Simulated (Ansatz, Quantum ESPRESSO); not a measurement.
**One structure in several programs: Mg6SiW (Amm2, 8 atoms in the cell)**

Self-consistent single point.

```
Mg6SiW
1.0
    5.05425     0.00000     0.00000
    0.00000     2.80920     5.34788
    0.00000    -2.80920     5.34788
Mg Si W
6 1 1
Cartesian
  2.52712   1.40865   4.52559
  2.52712  -1.40865   4.52559
  0.00000   1.36061   6.21766
  0.00000  -1.36061   6.21766
  0.00000   0.00000   3.46286
  0.00000   0.00000   8.78881
  2.52712   0.00000   1.82202
  2.52712   0.00000   7.22274
```

Shared settings, as Ansatz (an electronic-structure program) writes them: kpoints.mp_grid.grid = 3 3 3; magnetization.spin_orbit = true; scf.occupations.method = fermi_dirac; scf.occupations.width = 0.1 eV. Potentials and cutoffs stand in the table.

```tsv
code	model	pressure (GPa)	largest force (eV/Å)	cutoff
Quantum ESPRESSO	PBEsol, spin-orbit coupling, PseudoDojo fully relativistic norm-conserving (PBESOL) pseudopotentials	-1.34	0.117	85 Ry
Ansatz	PBEsol with spin-orbit coupling, PAW files made with PBE	-1.46	0.117	420 eV
```

Size of the force on each atom (eV/Å): Sizes of forces hide their directions.

```
code                Mg1    Mg2    Mg3    Mg4    Mg5    Mg6    Si7     W8
----------------  -----  -----  -----  -----  -----  -----  -----  -----
Quantum ESPRESSO  0.020  0.020  0.051  0.051  0.117  0.009  0.076  0.009
Ansatz            0.020  0.020  0.049  0.049  0.117  0.009  0.077  0.008
```

The spread over the programs that give each value: pressure within 0.12 GPa; largest force within 0.000 eV/Å.

Ansatz's pressure is given at a fixed set of plane waves, as the other plane-wave codes print theirs.

The shared mesh is coarse (it stands for a supercell whose shortest vector is 15 Å), so the values are not converged in it.

The starting cell comes from a database of computed structures (which also holds hypothetical and non-ambient phases and stackings), without a prior relaxation at this level.

Left out of this page: SIESTA (not drawn, or without a comparable value).

Keys are those of Ansatz 0.2.
